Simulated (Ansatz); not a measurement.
The starting structures come from a database of crystals and need not be the phases stable at ambient conditions.

 Where the default PAW files enter, the runs use the earlier of Ansatz's two default sets.

The decay constant κ of evanescent states in the gap governs leakage through a thin film.

Given:

```
BN
1.0
    2.50547     0.00000     0.00000
    0.00000     9.88226     0.00000
    1.25274     3.29409     0.72327
B N
1 1
Direct
  0.00000   0.00030   0.00000
  0.00000   0.66726   0.00000
```

Space group of this cell: R3m. The cell was relaxed by PBE-D3(BJ); by r2SCAN its mean pressure is -1.3 GPa.

Transport runs along the normal of the first two printed cell vectors, the (100) plane of the conventional cell.

The gap is the functional's own, uncorrected, and κ follows it; spin-orbit coupling is left out. Mid-gap values are interpolated between the computed energies.

Question: Give the band gap and the smallest decay constant κ at mid-gap that Ansatz (a first-principles code) with r2SCAN yields.

Answer: Gap 4.67 eV on a 40×40×40 mesh; κ = 0.305 1/Å, at the zone centre.
